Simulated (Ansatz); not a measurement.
System: Si (P6₃/mmc, No. 194, 4 atoms in the cell; start mp-165; another form than the element's usual one). Method: r²SCAN0 in Ansatz (PAW).

Numerical settings: plane-wave cutoff 520 eV, 9×9×4 k mesh (along the axes of the cell as run), Fermi–Dirac smearing 0.01 eV, scalar-relativistic PAW data made under PBE.

The cell is the one relaxed with PBEsol. Conventional cell: a = 3.8248 Å, b = 3.8248 Å, c = 6.3242 Å, α = 90.00°, β = 90.00°, γ = 120.00°.

```xyz
4
Lattice="3.8248 0.0000 0.0000 -1.9124 3.3124 0.0000 0.0000 0.0000 6.3242" Properties=species:S:1:pos:R:3 pbc="T T T"
Si     0.0000     2.2083     0.3984
Si     1.9124     1.1041     5.9258
Si     1.9124     1.1041     3.5605
Si     0.0000     2.2083     2.7637
```

List the 9 lowest band energies at Γ above −25 eV (eV, relative to the valence band maximum), grouping those that round alike.

At Γ: -14.07, -11.44, -8.34, -1.75 (×2), -0.39, 0.00 (×2), 2.50.

Note: the run warned that its exchange threshold was loose for the stress; cell and atoms aren't relaxed at this level (pressure -0.3 GPa).

A start named mp-… is a Materials Project structure, which need not be a measured phase.

Ansatz is an electronic-structure program.
